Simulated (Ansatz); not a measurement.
## NiSi (model structure, started from the NbAs type, I4₁md, No. 109, 4 atoms in the cell): lattice constant a by level of theory

No measured value is used here.

| level (code) | value (Å) |
|---|---|
| PBE (Ansatz) | 2.676 |
| PBEsol (Ansatz) | 2.635 |
| PBE-D3(BJ) (Ansatz) | 2.619 |

PBE, PBEsol, PBE-D3(BJ): the starting moments vanished in the run, and other orders were not tried. Ansatz's density-functional and Hartree–Fock values are scalar-relativistic unless marked +SOC, with PAW data made under PBE.

A model structure was made by putting elements into a prototype or built by hand; it is no filed structure, need not be a known phase, and can be a saddle point held by its symmetry.

Ansatz is a quantum-chemistry and plane-wave program.
